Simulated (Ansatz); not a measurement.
Cells marked so need not be the phases stable at ambient conditions, and some may be hypothetical.

The gap is the functional's own. No spin-orbit coupling. Mid-gap values are interpolated on the energy grid.

A. Cs2NaBiF6 (Fm-3m, not sure to be the ambient phase, 10 atoms a cell, 20.4 Å³ an atom, -2 GPa at this level), along the normal of (110)
B. Mg(ScS₂)₂ (Fd-3m, spinel, not sure to be the ambient phase, 14 atoms a cell, 21.7 Å³ an atom, -2 GPa at this level), along the normal of (001)
C. BaSnF$_{6}$ (R-3, not sure to be the ambient phase, 8 atoms a cell, 14.6 Å³ an atom), along the normal of (100)
D. Cs2NaYCl6 (Fm-3m, not sure to be the ambient phase, 10 atoms a cell, 32.5 Å³ an atom), along the normal of (111)
E. SrZrO₃ (P4mm, not sure to be the ambient phase, 5 atoms a cell, 14.9 Å³ an atom, -7 GPa at this level), along the normal of (100)

Q: Put the candidates in order of mid-gap decay constant of the slowest evanescent state, lowest first, for Ansatz (a first-principles code) with PBEsol.

A: B (0.21 1/Å), E (0.32 1/Å), D (0.38 1/Å), C (0.44 1/Å), A (0.51 1/Å)
